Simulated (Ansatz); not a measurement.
The reference is BaTiO$_{3}$ in the cubic perovskite structure (space group Pm-3m, No. 221; a = 3.970 Å).

The values are results of PBEsol (Ansatz, a quantum-chemistry and plane-wave program), no spin-orbit coupling, not measurements.

Strains are applied to the cell and any free atomic positions relax.

One change was made to it. Results:

The pressure goes up by 20.212 GPa (-0.01 GPa → 20.21 GPa); the energy rises by 63 meV/atom; the band gap increases by 0.13 eV, from 1.82 eV to 1.95 eV.

**Question.** Which of these changes matches the shifts?
A. isotropic strain −1.20 %
B. isotropic strain −0.60 %
C. isotropic strain −3.00 %

**Answer.** C, isotropic strain −3.00 %. For comparison, the band gap in the other runs: isotropic strain −1.20 % gives 1.89 eV; isotropic strain −0.60 % gives 1.85 eV.

Stability against distortions was not tested. All final runs are without spin polarisation. Many cubic perovskites are stable only at high temperature; tilts and polar distortions were not tested. This is not the structure that BaTiO3 has at room temperature and ambient pressure.
